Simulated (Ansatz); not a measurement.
# How the band gap of CsTaO3 (model structure, from the tetragonal perovskite type, P4mm, No. 99) moves with the method

No measured value is used here.

| level (code) | value (eV) |
|---|---|
| LDA (Ansatz) | 2.26 |
| PBEsol+SOC (Ansatz) | 2.33 (indirect) |
| HSE06+SOC (Ansatz) | 3.89 (indirect) |
| PBE0 (Ansatz) | 4.65 |

Computed values are for a static lattice. Spin–orbit coupling is included only where a level's name says +SOC; with heavier elements it mostly lowers gaps and can invert bands.  Values are at the PBEsol cell. Cutoffs and k meshes differ between the levels. Ansatz's density-functional and Hartree–Fock values are scalar-relativistic unless marked +SOC, with PAW data made under PBE.

A model structure was made by putting elements into a prototype or built by hand; it is no filed structure, need not be a known phase, and can be a saddle point held by its symmetry.

Ansatz is a program for electronic structure.
